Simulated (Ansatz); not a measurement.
Base system: AlN in the wurtzite structure (space group P6_3mc, No. 186).

```
AlN
1.0
    3.10673     0.00000     0.00000
   -1.55337     2.69051     0.00000
    0.00000     0.00000     4.97852
Al N
2 2
Direct
  0.66667   0.33333   0.00341
  0.33333   0.66667   0.50341
  0.66667   0.33333   0.62179
  0.33333   0.66667   0.12179
```

Method: Ansatz (a first-principles code), r2SCAN, PAW, cutoff 500 eV, no SOC.

For the base:

- Band gap = 4.88 eV
- Volume per atom = 10.40 Å³

Perturbation: cell and atoms relaxed at a pressure of 9 GPa.

**Question.** What does the calculation give for the band gap and volume per atom after the change?

**Answer.** The band gap grows by 0.35 eV, from 4.88 eV to 5.23 eV; the volume per atom shrinks by 0.405 Å³, from 10.40 Å³ to 10.00 Å³.

Load acts through the strain it causes; cell and atoms are relaxed under it. Whether these cells are dynamically stable was not tested. Tetrahedral semiconductors of this kind turn to denser phases somewhere between about 1 and 50 GPa; those were not computed, so compressed cells here can lie past the real transition.
